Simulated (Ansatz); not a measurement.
System: MgS (model structure, started from the GeS type, Fm-3m, No. 225, 8 atoms in the cell). Method: r²SCAN+rVV10 (plane waves, PAW; Ansatz, an electronic-structure program).

Run with plane-wave cutoff 560 eV, 6×16×14 k mesh (along the axes of the cell as run), Fermi–Dirac smearing 0.05 eV, scalar-relativistic PAW data made under PBE.

Cell (relaxed at this level):

```
MgS
1.0
   10.37810     0.00000     0.00000
    0.00000     3.66915     0.00000
    0.00000     0.00000     3.66956
Mg S
4 4
Direct
  0.12500   0.25000   0.24995
  0.37500   0.75000   0.74995
  0.87500   0.75000   0.75005
  0.62500   0.25000   0.25005
  0.87500   0.25000   0.25003
  0.62500   0.75000   0.75003
  0.12500   0.75000   0.74997
  0.37500   0.25000   0.24997
```

Question: What does this level give for the band gap?

Answer: 
- band gap: 3.45 eV (on the SCF k mesh)

Computed values are for the static lattice.

A model structure was made by putting elements into a prototype or built by hand; here it ended with the formula and space group of a phase in our tables.
